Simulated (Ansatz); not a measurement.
The reference is SiC in the zinc blende structure (space group F-43m, No. 216).

Space group F-43m (No. 216); a = 4.357 Å, b = 4.357 Å, c = 4.357 Å, α = 90.00°, β = 90.00°, γ = 90.00°

| atom | site | symmetry | x | y | z |
|---|---|---|---|---|---|
| Si | 4a | -43m | 0.0000 | 0.0000 | 0.0000 |
| C | 4d | -43m | 0.7500 | 0.7500 | 0.7500 |
(The calculation used a cell of 2 atoms; values per cell refer to that cell.)

Level of theory: PBEsol (Ansatz, an electronic-structure program), scalar-relativistic without spin-orbit coupling.

Base values:

- Lattice parameter a: 4.357 Å
- Hole mass: 0.37, 0.59, 0.59 mₑ (at Γ)

Now apply this change: a hydrostatic pressure of 15 GPa.

Predict the new lattice parameter a and hole mass.

The lattice parameter a decreases by 0.087 Å to 4.270 Å; the hole mass (degenerate bands, along [100]) goes from 0.37, 0.59, 0.59 mₑ (at Γ) to 0.30, 0.59, 0.59 mₑ (at Γ).

The levels and masses belong to the bands next to the band gap. Load acts through the strain it causes; cell and atoms are relaxed under it. Masses are band curvatures over ±0.01 Å⁻¹ around the edge. No phonon test of stability was made. Competing high-pressure phases were not computed.
